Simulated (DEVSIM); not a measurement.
System: abrupt CdTe n-p junction, at 300 K.

Layer 1 from the left is CdTe, thickness (μm) 53.0, Nd (cm⁻³) 6.6e15, τn (s) 4.2e-8, τp (s) 4.2e-8. Layer 2 from the left is CdTe, thickness (μm) 2.80, Na (cm⁻³) 2.8e16, τn (s) 4.2e-8, τp (s) 4.2e-8.

Left contact: ohmic. Right contact: ohmic. Voltage is applied to the left contact. Recombination: SRH at mid-gap, radiative, Auger. Mobility is μmin + (μ − μmin)/(1 + (N/Nref)^α).

This is a model device: material constants are rounded textbook-type values typed into the input, and sizes, dopings and lifetimes were drawn at random. Values at 300 K.

CdTe: gap (eV) 1.5, affinity (eV) 4.28, permittivity 10.2, Nc (cm⁻³) 8e17, Nv (cm⁻³) 1.8e19, μn (cm²/Vs) 1000, μp (cm²/Vs) 80, μn,min 100, μp,min 10, Nref,n 1e17, Nref,p 1e17, αn 0.6, αp 0.6, B (cm³/s) 1e-10, Cn (cm⁶/s) 1e-30, Cp (cm⁶/s) 1e-30.

Simulated with DEVSIM: 1D drift-diffusion, Boltzmann statistics, complete ionisation; no tunnelling, impact ionisation, image-force lowering or self-heating.

Dark forward current:

| |V| (V) | |J| (A/cm²) |
|---|---|
| 0.05 | 7.659e-12 |
| 0.10 | 2.665e-11 |
| 0.15 | 7.714e-11 |
| 0.20 | 2.134e-10 |
| 0.25 | 5.822e-10 |
| 0.30 | 1.583e-9 |
| 0.35 | 4.304e-9 |
| 0.40 | 1.172e-8 |
| 0.45 | 3.201e-8 |
| 0.50 | 8.769e-8 |
| 0.55 | 2.414e-7 |
| 0.60 | 6.698e-7 |
| 0.65 | 1.883e-6 |
| 0.70 | 5.435e-6 |
| 0.75 | 1.652e-5 |
| 0.80 | 5.534e-5 |
| 0.85 | 0.0002166 |
| 0.90 | 0.001024 |
| 0.95 | 0.005693 |
| 1.00 | 0.03499 |
| 1.05 | 0.2191 |
| 1.10 | 1.171 |
| 1.15 | 4.038 |
| 1.20 | 8.921 |
| 1.25 | 15.10 |
| 1.30 | 22.07 |

Q: Work out the local ideality factor n = ΔV / (kT/q · ln(J2/J1)) between the rows 0.15 and 0.20 V, 1.00 and 1.05 V, 1.25 and 1.30 V.

A: kT/q = 25.85 mV. From 0.15 to 0.20 V: ln(2.134e-10/7.714e-11) = 1.018, n = 1.90, near the 2 of recombination in the depletion region. From 1.00 to 1.05 V: ln(0.2191/0.03499) = 1.834, n = 1.05, near the 1 of diffusion or emission over a barrier. From 1.25 to 1.30 V: ln(22.07/15.10) = 0.380, n = 5.10; the layers' resistance at their doping, Σ W/(qμN) = 0.0070 Ω cm², would take 49 mV of this step of 50 mV.

Q: Estimate the current at 1.00 V from the Shockley equation with J0 = Σ q ni² D/(N L) coth(W/L), τ joining the SRH, radiative and Auger lifetimes that are on, and W taken as the whole layer.

A: ni² = 9.07e11 cm⁻⁶; holes in the n layer: μ = 68.5 cm²/Vs, D = 1.77 cm²/s, τ = 4.09e-8 s, L = 2.69 μm, W/L = 20, term 1.45e-19 A/cm²; electrons in the p layer: μ = 714 cm²/Vs, D = 18.5 cm²/s, τ = 3.76e-8 s, L = 8.33 μm, W/L = 0.34, term 3.55e-19 A/cm². J0 = 5.00e-19 A/cm², and J = J0 exp(qV/kT) = 0.0316 A/cm². The simulation gives 0.0350 A/cm²; the estimate lies 9.8 % below. The estimate leaves out recombination in the depletion region and that region's share of W.
